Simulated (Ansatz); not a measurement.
Defect migration in wurtzite AlN: interstitial Mg, charge state +2. All values below come from PBE, PAW (plane waves to 420 eV; Ansatz, a program for electronic structure).

72-site cell at the relaxed PBE lattice, the Γ point alone, smearing 0.01 eV, spin-restricted, no finite-size correction. Energies are static. The charge state is imposed; whether it is stable for some Fermi level was not computed. Sites that were not tried may lie lower.

Barriers: single points on a 2×2×2 k-point mesh shifted by half a step along c at the bands' geometries.

The step: a concerted move, in which Mg travels most; the atom moves 1.89 Å along (0.62, 0.25, 0.16) of the unit cell; at the end the Mg atom holds a host Al site and a host atom stands off its site; the moving atom starts with neighbours 3 Al at 2.30, 3 Al at 2.52; 3 N at 2.01, 3 N at 2.32 Å and ends with Al at 2.39; N at 1.87, 2 N at 2.00, N at 2.25 Å.

### Question
What migration barrier of this step does PBE, PAW give?

### Answer
2.03 eV forward and 1.00 eV backward. At the saddle the moving atom has neighbours Al at 2.37; N at 1.85, N at 1.89, N at 2.10 Å. The saddle point's order was not checked.
